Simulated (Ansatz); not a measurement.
Worked example: relaxation of cell and atoms of BaIn₄ (I4/mmm, 5 atoms in the cell) in Ansatz (an electronic-structure program).

Computed with PBEsol, PAW files made with PBE (plane waves; Ansatz).

```xyz
5
Lattice="-2.5732 2.5732 6.1738 2.5732 -2.5732 6.1738 2.5732 2.5732 -6.1738" Properties=species:S:1:pos:R:3 pbc="T T T"
Ba     0.0000     0.0000     0.0000
In     0.0000     2.5732     3.0869
In     2.5732     0.0000     3.0869
In     0.0000     0.0000     7.6283
In     0.0000     0.0000     4.7194
```

Reference input (self-consistent single point, DFT, PBEsol, plane waves, PAW files made with PBE): kpoints.mp_grid.grid = 5 5 5; hamiltonian.xc = pbesol; hamiltonian.pseudopotentials = {kind: paw} (the program's default PAW files); scf.occupations.method = gaussian; scf.occupations.width = 0.02 Ry. This run's input differs from it in these lines:

```diff
@@ -18,2 +18,4 @@
   occupations: { method: gaussian, width: 0.02 Ry }
+relax:
+  cell: {}
 output:
```

Log, with long lists cut:

```
   [... SCF lines of the steps left out ...]
relax step   1: F+E_penalty+E_count = -27966.51783577 eV  Δ(F+E_penalty+E_count) = +0.000e0 eV  max|allowed force component| = 5.949e-2 eV/Å  Δτ_max = 0.0000 Å  P = -3.402 GPa  Ω = 163.514 Å³  (9 SCF iters, dr2 threshold 1.00e-7 eV, accepted)
relax step   2: F+E_penalty+E_count = -27966.71381522 eV  Δ(F+E_penalty+E_count) = -1.960e-1 eV  max|allowed force component| = 6.351e-2 eV/Å  Δτ_max = 0.0035 Å  P = -0.699 GPa  Ω = 149.377 Å³  energy of the carried Pulay correction = +1.513e-3 eV  [...]
   [... lines left out ...]
relax step   5: F+E_penalty+E_count = -27966.72109404 eV  Δ(F+E_penalty+E_count) = -3.524e-5 eV  max|allowed force component| = 6.555e-4 eV/Å  Δτ_max = 0.0024 Å  P = -0.002 GPa  Ω = 146.624 Å³  energy of the carried Pulay correction = +1.835e-3 eV  [...]
relax step   6: F+E_penalty+E_count = -27966.71952267 eV  Δ(F+E_penalty+E_count) = +1.571e-3 eV  max|allowed force component| = 5.413e-4 eV/Å  Δτ_max = 0.0000 Å  P = -0.009 GPa  Ω = 146.624 Å³  stress off target by 2.41e-2 GPa  SCF on the basis [...]
basis re-selected at this cell: Δ(F+E_penalty+E_count) = +1.571e-3 eV, ΔP = -0.006 GPa vs the last step
the relaxation is at rest under the 16 symmetry operations that the run kept from its start: a minimum is not shown …
Free energy (F): -27966.719523 eV
Internal energy: -27966.673195 eV  (E = F + TS)
E sigma→0 (E₀):  -27966.696359 eV
Entropy (-TS):   -0.046328 eV (-9.266 meV/atom)
Fermi energy:    9.988967 eV
--- Forces (eV/Å), atoms counted from 1 ---
  atom   1  Ba     0.00000000     0.00000000     0.00000000
   [... lines left out ...]
  cell:  # Å, volume = 146.6241 Å³
   [... lines left out ...]
    - { symbol: In, position: [0.7500000000000001, 0.24999999999999994, 0.5000000000000001] }
    - { symbol: In, position: [0.24999999999999994, 0.7500000000000001, 0.5000000000000001] }
    - { symbol: In, position: [0.6165551084619023, 0.6165551084619023, -1.86935324796372e-34] }
    - { symbol: In, position: [0.3834448915380975, 0.3834448915380975, -1.5395690552976513e-34] }
```

The run converged. 

Summary of the result:
* **Free energy E − TS (on the zero of these files)**: -27966.7195 eV
* **Fermi level (on the code's own zero)**: 9.99 eV
* **Pressure**: -0.01 GPa
* **Final cell**: a = b = c = 6.9621 Å, α = β = 138.50°, γ = 60.14°
* **Final volume per atom**: 29.32 Å³
* **Relaxation steps**: 6

The starting cell comes from a database of computed structures (which also holds hypothetical and non-ambient phases and stackings), without a prior relaxation at this level. Its lattice was rescaled by a random factor within 2.5 % of one. The relaxation keeps the symmetry of its start, so its end need not be a minimum. Ansatz's pressure includes its estimate of the finite-basis (Pulay) stress.

Keys are those of Ansatz 0.2.
